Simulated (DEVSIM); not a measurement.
**abrupt Si n-p junction**

Device: abrupt Si n-p junction, at 500 K.

| layer (left to right) | material | thickness (μm) | Nd (cm⁻³) | Na (cm⁻³) | τn (s) | τp (s) |
|---|---|---|---|---|---|---|
| 1 | Si | 28.0 | 1.4e19 | - | 8e-5 | 8e-5 |
| 2 | Si | 17.0 | - | 2.3e15 | 8e-5 | 8e-5 |

Left contact: ohmic. Right contact: ohmic. Voltage is applied to the left contact. Recombination: SRH at mid-gap. Mobility is constant in doping.

This is a model device: material constants are rounded textbook-type values typed into the input, and sizes, dopings and lifetimes were drawn at random. Values at 300 K; Nc and Nv go as T^1.5, mobilities as T to minus their exponent, the gap by Varshni's rule with the affinity fixed.

| parameter | Si |
|---|---|
| gap (eV) | 1.124 |
| affinity (eV) | 4.05 |
| permittivity | 11.7 |
| Nc (cm⁻³) | 2.86e19 |
| Nv (cm⁻³) | 3.1e19 |
| μn (cm²/Vs) | 1417 |
| μp (cm²/Vs) | 470 |
| T exponent of μn | 2.3 |
| T exponent of μp | 2.2 |
| Varshni α (eV/K) | 0.000473 |
| Varshni β (K) | 636 |

Simulated with DEVSIM: 1D drift-diffusion, Boltzmann statistics, complete ionisation; no tunnelling, impact ionisation, image-force lowering or self-heating.

```json
{
  "potential_step_across_the_device_at_zero_bias": "0.559 V",
  "largest_field_in_the_device_at_zero_bias": "270000 V/cm",
  "Dark forward voltage at 1 A/cm²": "0.130 V",
  "Dark forward voltage at 100 A/cm²": "0.412 V"
}
```

Dark forward current:

| V (V) | J (A/cm²) |
|---|---|
| -0.05 | -0.13 |
| -0.10 | -0.50 |
| -0.15 | -1.6 |
| -0.20 | -4.2 |
| -0.25 | -10.0 |
| -0.30 | -22 |
| -0.35 | -44 |
| -0.40 | -86 |
| -0.45 | -160 |
| -0.50 | -300 |
| -0.55 | -540 |
| -0.60 | -950 |
| -0.65 | -1600 |
| -0.70 | -2700 |
